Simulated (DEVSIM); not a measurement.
Structure: Schottky contact on p-type In0.53Ga0.47As, at 300 K.

```csv
layer (left to right),material,thickness (μm),Na (cm⁻³),τn (s),τp (s)
1,In0.53Ga0.47As,16.0,2.5e15,7.2e-9,7.2e-9
2,In0.53Ga0.47As,1.20,6.1e17,7.2e-9,7.2e-9
```

Left contact: Schottky, work function 4.78 eV, emission velocity 1.8e6 cm/s. Right contact: ohmic. Voltage is applied to the left contact. Recombination: SRH at mid-gap. Mobility is μmin + (μ − μmin)/(1 + (N/Nref)^α).

Constants are typed, rounded textbook-type inputs, not results; the design itself was drawn at random and stands for no fabricated device. Values at 300 K; Nc and Nv go as T^1.5, mobilities as T to minus their exponent, the gap by Varshni's rule with the affinity fixed.

```tsv
parameter	In0.53Ga0.47As
gap (eV)	0.74
affinity (eV)	4.51
permittivity	13.9
Nc (cm⁻³)	2.1e17
Nv (cm⁻³)	7.7e18
μn (cm²/Vs)	12000
μp (cm²/Vs)	300
μn,min	300
μp,min	10
Nref,n	1.3e17
Nref,p	4.9e17
αn	0.48
αp	0.4
T exponent of μn	1.6
T exponent of μp	1.6
Varshni α (eV/K)	0.00035
Varshni β (K)	190
```

Model (solved in DEVSIM): 1D drift-diffusion, Boltzmann statistics, complete ionisation; no tunnelling, impact ionisation, image-force lowering or self-heating. Metal contacts follow the ideal Schottky-Mott rule: no Fermi-level pinning, no interface dipoles.

The temperature was swept, all else fixed.

| temperature (K) | potential step across the device at zero bias (V) | dark forward voltage at 100 A/cm² (V) |
|---|---|---|
| 250 | 0.436 | 1.393 |
| 300 | 0.404 | … |
| 350 | 0.371 | 1.887 |
| 400 | 0.337 | 1.772 |
| 450 | 0.302 | 1.206 |
| 500 | 0.265 | 0.469 |

**Question.** Some entries are withheld; supply them.

**Answer.** 
- 300, dark forward voltage at 100 A/cm² (V): 1.683
